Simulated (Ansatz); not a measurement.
GePd (Pnma, No. 62)

The numbers are results of LDA (Ansatz, a quantum-chemistry and plane-wave program, plane waves, PAW), not measurements.

Settings: plane-wave cutoff 500 eV, 8×12×6 k mesh (along the axes of the cell as run), Fermi–Dirac smearing 0.05 eV, scalar-relativistic PAW data made under PBE.

Cell: relaxed at this level.

```yaml
equilibrium_volume_per_atom: 15.43 Å³/atom
band_gap: none
```

Note: the relaxation could not lower the start's symmetry, so the cell can be a saddle point above a distorted one.

Spin–orbit coupling is not included.

The computed numbers hold no vibrational or temperature effects.

Computing time: very roughly 6 core-minutes.
